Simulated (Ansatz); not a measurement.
free sheet of monolayer 1T PbI2: Pb9I18, 3 atomic planes, area 170 Å², cell height 16.7 Å with vacuum; both faces free, started from the relaxed sheet, in-plane cell fixed at 1.000 times the relaxed lattice. These are PBE, large-core I (plane waves, PAW; Ansatz, a quantum-chemistry and plane-wave program) values and carry that method's errors. Mean temperature 579 K, 12.0 ps sampled after 11.4 ps of Langevin dynamics; k-points: Γ only; no spin polarisation or spin-orbit coupling.

A denser in-plane k-mesh moves the forces of one frame by 0.02 eV/Å rms. Bonds are counted up to I-Pb 4.09 Å; heights count from the centre of mass.

### Question
What happens at the sheet: give the outer plane spacing; normal motion of the outer planes over that of the middle; in-plane diffusion; coordination in the top plane; mean vibrational (phonon) frequency.

### Answer

```json
{
 "outer_plane_spacing": "1.89 Å against 1.86 Å at the start (+2 %)",
 "normal_motion_of_the_outer_planes_over_that_of_the_middle": "0.8",
 "in-plane diffusion": "none seen within 12.0 ps",
 "coordination_in_the_top_plane": "2-fold 3 %, 3-fold 97 %",
 "mean vibrational (phonon) frequency": "1.8 THz"
}
```
